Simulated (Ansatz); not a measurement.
# S on the 1x1 (111) surface of fcc Ni, ferromagnetic, one in a 2x1 cell, started at the site 'top Ni'

These are PBE (plane waves to 420 eV, PAW; Ansatz, a first-principles code) values and carry that method's errors.

Set-up: 9 atoms, 6.0 Å thick at the start under the adsorbate (thin: gaps and levels are the slab's own); mesh 7x14x1; 0.1 eV smearing; dipole correction on; 4 atoms held, the rest relaxed; held to the start's symmetry, so lower structures may exist; spin-polarised, no spin-orbit, no U, no dispersion correction. At the end it is bonded to 3 Ni. In PBE it is, or lies within 0.03 eV of, the lowest of the starts that converged.

The adsorption energy against ⅛ S8(g) is -28.4 kcal/mol and the work function of the top face is 4.91 eV. The change of the work function is -0.16 eV and the change of the step from the bottom to the top vacuum level, against the clean slab is -0.15 eV. The energy released by relaxation comes out as 0.99 eV. The height of the binding atom over the mean of the host atoms within 0.3 Å of the top one is 1.642 Å. The magnetic moment of the cell is 4.47 μB. The nearest host atoms of the binding atom comes out as Ni at 2.15 Å, Ni at 2.21 Å, Ni at 3.96 Å, the largest move of a host atom is 0.09 Å and the note is in the relaxation the adsorbate left its starting site by 1.3 Å. The cost is around 25 core-minutes (rough).

A negative adsorption energy means that the adsorbate is more stable on the surface than in its reference.
